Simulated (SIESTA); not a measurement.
A self-consistent single point of Cu3Sn (P1, 4 atoms in the cell) with SIESTA.

Computed with GGA PBEsol, numerical atomic orbitals TZP, PseudoDojo PBEsol standard norm-conserving potentials (rewritten from UPF to PSML) (SIESTA).

The change in words: atoms moved at random. Reference geometry:
```
Cu3Sn
1.0
    0.00000     3.10029     3.10029
    3.10029     0.00000     3.10029
    3.10029     3.10029     0.00000
Cu Sn
3 1
Direct
  0.50000   0.50000   0.50000
  0.75000   0.75000   0.75000
  0.25000   0.25000   0.25000
  0.00000   0.00000   0.00000
```

Reference input (self-consistent single point, DFT, GGA PBEsol, numerical atomic orbitals TZP, PseudoDojo PBEsol standard norm-conserving potentials (rewritten from UPF to PSML)): XC.functional = GGA; XC.authors = PBEsol; potentials = PseudoDojo PBEsol standard; PAO.BasisSize = TZP; PAO.EnergyShift = 0.005 Ry; MeshCutoff = 400 Ry; kgrid.MonkhorstPack = 9 9 9; OccupationFunction = FD; ElectronicTemperature = 0.1 eV; MaxSCFIterations = 150; SCF.Mixer.Method = Broyden; SCF.Mixer.Weight = 0.25. This run's input differs from it in these lines:

```diff
@@ -18,6 +18,6 @@
 %block AtomicCoordinatesAndAtomicSpecies
-     5.858699007    5.858699007    5.858699007  1
-     8.788048510    8.788048510    8.788048510  1
-     2.929349503    2.929349503    2.929349503  1
-     0.000000000    0.000000000    0.000000000  2
+     5.816826885    5.790468598    5.896610648  1
+     8.830307306    8.777766494    8.864305337  1
+     2.846068097    2.887354349    2.883118510  1
+     0.082894732    0.120507580   -0.067937474  2
 %endblock AtomicCoordinatesAndAtomicSpecies
```

Log, with long lists cut:

```
        iscf     Eharris(eV)        E_KS(eV)     FreeEng(eV)     dDmax    Ef(eV) dHmax(eV)
   scf:    1   -17380.935917   -17535.269354   -17535.361921  3.779862  0.897163 33.921375
   scf:    2   -17605.199009   -17602.899652   -17602.923165  2.823473 -2.528331  4.675919
   scf:    3   -17604.505989   -17603.904154   -17603.929026  0.117256 -2.418367  2.162542
   scf:    4   -17604.044733   -17604.007190   -17604.033114  0.039483 -2.413482  0.685241
   scf:    5   -17604.017332   -17604.014393   -17604.040521  0.026590 -2.470886  0.247881
   [... 6 lines left out ...]
   scf:   12   -17604.017312   -17604.017312   -17604.043221  0.000041 -2.507739  0.000577
   scf:   13   -17604.017312   -17604.017312   -17604.043222  0.000025 -2.507764  0.000358
   scf:   14   -17604.017312   -17604.017312   -17604.043222  0.000015 -2.507779  0.000227
   scf:   15   -17604.017312   -17604.017312   -17604.043222  0.000008 -2.507787  0.000150
SCF Convergence by DM+H criterion
max |DM_out - DM_in|         :     0.0000083832
max |H_out - H_in|      (eV) :     0.0001503750
SCF cycle converged after 15 iterations

Using DM_out to compute the final energy and forces

siesta: E_KS(eV) =           -17604.0173

siesta: E_KS - E_eggbox =    -17604.0173

siesta: Atomic forces (eV/Ang):
     1    0.041830    0.077550   -0.045542
     2    0.121812    0.236209   -0.255314
     3    0.276861    0.244365    0.071553
     4   -0.440677   -0.559263    0.226975
   Tot   -0.000175   -0.001139   -0.002328
   Max    0.559263
   Res    0.265461    sqrt( Sum f_i^2 / 3N )
   Max    0.559263    constrained

Stress tensor Voigt[x,y,z,yz,xz,xy] (kbar):       73.33       73.64       73.19       -3.88       -1.33       -9.20
(Free)E + p*V (eV/cell)   -17606.7731
   [... lines left out ...]
siesta: FreeEng =    -17604.043222
siesta: Cell volume =         59.598723 Ang**3
siesta:         -73.38698480        -87.16770557  kBar
   [... lines left out ...]
             -0.492   0.437   0.435   0.435   1.986   1.986   2.001   1.986

              2.001   0.257   0.257   0.210   0.258   0.211

mulliken: Qtot =       71.000

Mulliken Atomic Populations:
Atom #   charge [q] valence [e]  Species
     1     0.639303   18.360697  Cu
     2     0.381966   18.618034  Cu
     3     0.384823   18.615177  Cu
     4    -1.406092   15.406092  Sn
 Total    -0.000000
```

The run converged in 15 iterations. Against the reference run the free energy rises by 11.9 meV/atom, the pressure goes from -7.83 to -7.34 GPa and the largest force goes from 0.000 to 0.747 eV/Å.

The starting cell comes from a database of computed structures (which also holds hypothetical and non-ambient phases and stackings), without a prior relaxation at this level. Its lattice was rescaled by a random factor within 2.5 % of one. For this run, on top of that: atoms moved at random. Spin polarisation is off. Values carry the incompleteness of an atom-centred basis. With a pressure of about -7 GPa the cell is away from its equilibrium volume at this level.

Cost on one core of a shared machine: roughly 4 min.
